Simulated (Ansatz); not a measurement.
A computed series for InP: response to strain

Take InP in the zinc blende structure (space group F-43m, No. 216; a = 5.907 Å) as the base.

Strains are applied to the cell and any free atomic positions relax.

All numbers come from r2SCAN/PAW in Ansatz (a first-principles code), spin-orbit coupling left out.

Notes on the quantities. energy relative to the base: free energy F.

```tsv
isotropic strain (%)	energy relative to the base (meV/atom)
0	0.0
0.5	1.2
1	4.8
1.5	?
2	18.4
2.5	28.3
3	40.0
```

Q: Fit ΔE = Aε² + Bε³ (ε in %) to the rows shown and predict the withheld row.

A: Least squares on the printed values gives A = 4.93 and B = -0.16 meV/atom (largest residual 0.0 meV/atom); this predicts 10.5 meV/atom, and the run gives 10.5 meV/atom, in agreement.

Stability against distortions was not tested.
